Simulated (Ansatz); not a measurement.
Fluorite PtAl2, relaxed in Ansatz (plane waves) with several semilocal functionals. Each gives its own volume and its own elastic constant C11:

```
level   V0 (Å³/atom)  elastic constant C11 (GPa)   ln V0  ln C11
------  ------------  --------------------------  ------  ------
LDA           16.711                       194.1  2.8161  5.2684
r²SCAN        17.150                       191.0  2.8420  5.2523
PBE           17.520                       171.6  2.8633  5.1452
```

Fit a straight line to ln C11 against ln V0. What does it predict for PBEsol, whose volume is 17.084 Å³/atom?

With x = ln V0 and y = ln C11: means 2.84047 and 5.22197; Σ(Δx Δy) = -0.002838, Σ(Δx²) = 0.001117, so the slope is -2.54. At x = 2.8381 the line gives y = 5.22197 + (-2.54) × (2.8381 − 2.84047) = 5.2280, or 186.4 GPa. The run with PBEsol gives 185.4 GPa, -0.5 % from the line. The rows used scatter about it by up to 3.5 %, while the largest value lies 13 % above the smallest.

The crystal itself was run without spin with r²SCAN; a magnetic state was not tried in these runs.

Ansatz's density-functional and Hartree–Fock values are scalar-relativistic unless marked +SOC, with PAW data made under PBE.

Ansatz is an electronic-structure program.
